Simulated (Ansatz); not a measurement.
The reference is Ag in the fcc (Cu type) structure (space group Fm-3m, No. 225; a = 4.0538 Å; relaxed with 0.1 eV smearing). Axes: x, y, z lie along the cube axes.

Method: Ansatz (a first-principles code) PBEsol, no SOC.

Perturbation: the cell is scaled by 0.9800 in all directions, atoms relaxed at fixed cell.

Problem. Predict the stress tensor and what it implies for the stiffness.

Solution. Stress of the strained cell less that of the base (GPa, compression positive):
```
    8.6     0.0     0.0
    0.0     8.6     0.0
    0.0     0.0     8.6
```

Then B = −ΔP/(ΔV/V₀) with ΔV/V₀ = -0.0588 gives secant stiffness values (nonlinear terms included at this strain): B ≈ 146 GPa.

As a check, the harmonic strain energy −½ V₀ Δσ:ε is 27 meV/atom; the computed energy rise is 24 meV/atom.

Stability against distortions was not tested.
